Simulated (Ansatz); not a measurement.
Take C in the diamond structure (space group Fd-3m, No. 227; a = 3.532 Å) as the base. Axes: x, y, z lie along the cube axes.

All numbers come from LDA (Ansatz, a program for electronic structure), no spin-orbit coupling.

One thing is altered: the cell is scaled by 1.0150 in all directions, atoms relaxed at fixed cell.

Problem. Predict the stress tensor and what it implies for the stiffness.

Solution. Stress of the strained cell less that of the base (GPa, compression positive):
```
 -19.23    0.00    0.00
   0.00  -19.23    0.00
   0.00    0.00  -19.23
```

Then B = −ΔP/(ΔV/V₀) with ΔV/V₀ = 0.0457 gives secant stiffness values (nonlinear terms included at this strain): B ≈ 421 GPa.

As a check, the harmonic strain energy −½ V₀ Δσ:ε is 15 meV/atom; the computed energy rise is 16 meV/atom.

Stability against distortions was not tested.
